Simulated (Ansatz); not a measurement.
Take C in the graphite type structure (space group P6_3/mmc, No. 194; a = 2.465 Å, c = 6.729 Å; layered, stacked along the Cartesian z axis) as the base.

Method: PBE-D3(BJ) in Ansatz (plane waves to 420 eV, PAW, no spin-orbit coupling), earlier PAW set.

For the base:

Pressure: 0.0 GPa
Band gap: zero

Perturbation: the cell is scaled by 0.9484 in all directions; the atoms relax in the strained cell.

Q: What does the calculation give for the pressure, energy relative to the base and band gap after the change?

A: The pressure (mean of the normal stresses, compression positive) goes from zero to 61.1 GPa; the energy increases by 0.224 eV/atom; the band gap remains zero.

A case with no gap was solved on a k-mesh chosen for an insulator, which is coarse for it. Stability against distortions was not tested.

Ansatz is a program for electronic structure.
